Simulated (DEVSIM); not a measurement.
System: illuminated Si p-on-n cell, one wavelength, at 300 K.

| layer (left to right) | material | thickness (μm) | Nd (cm⁻³) | Na (cm⁻³) | τn (s) | τp (s) | absorption coefficient (cm⁻¹) |
|---|---|---|---|---|---|---|---|
| 1 | Si | 0.710 | - | 7.1e17 | 9.4e-9 | 3.9e-8 | 960 |
| 2 | Si | 120 | 1.8e16 | - | 3.9e-7 | 3.9e-7 | 960 |

Left contact: ohmic, minority electron recombination velocity 8000 cm/s. Right contact: ohmic, minority hole recombination velocity 8e5 cm/s. Voltage is applied to the left contact. Recombination: SRH at mid-gap, radiative, Auger. Light enters at the left, 4.9e16 photons cm⁻² s⁻¹, one pass, no reflection. Mobility is μmin + (μ − μmin)/(1 + (N/Nref)^α).

The device is made up for the run: typed textbook-type constants, with dimensions and the other settings drawn at random. Values at 300 K.

| parameter | Si |
|---|---|
| gap (eV) | 1.124 |
| affinity (eV) | 4.05 |
| permittivity | 11.7 |
| Nc (cm⁻³) | 2.86e19 |
| Nv (cm⁻³) | 3.1e19 |
| μn (cm²/Vs) | 1417 |
| μp (cm²/Vs) | 470 |
| μn,min | 52 |
| μp,min | 45 |
| Nref,n | 9.7e16 |
| Nref,p | 2.2e17 |
| αn | 0.68 |
| αp | 0.72 |
| B (cm³/s) | 4.7e-15 |
| Cn (cm⁶/s) | 2.8e-31 |
| Cp (cm⁶/s) | 9.9e-32 |

Simulated with DEVSIM: 1D drift-diffusion, Boltzmann statistics, complete ionisation; no tunnelling, impact ionisation, image-force lowering or self-heating.

The photon flux was swept, all else fixed.

| photon flux (cm^-2 s^-1) | largest power (mW/cm²) | open-circuit voltage (V) | short-circuit current (mA/cm²) | fill factor |
|---|---|---|---|---|
| 1.5e15 | 0.0547 | 0.438 | 0.165 | 0.76 |
| 4.9e15 | 0.198 | [?] | [?] | [?] |
| 1.5e16 | 0.654 | 0.501 | 1.65 | 0.79 |
| 4.9e16 | 2.31 | 0.532 | 5.40 | 0.80 |
| 1.5e17 | 7.54 | 0.562 | 16.5 | 0.81 |
| 4.9e17 | 26.3 | 0.593 | 54.0 | 0.82 |
| 1.5e18 | 85.0 | 0.622 | 165 | 0.83 |

Problem. Complete the blanks.

Solution. 
- 4.9e15, open-circuit voltage (V): 0.471
- 4.9e15, short-circuit current (mA/cm²): 0.540
- 4.9e15, fill factor: 0.78
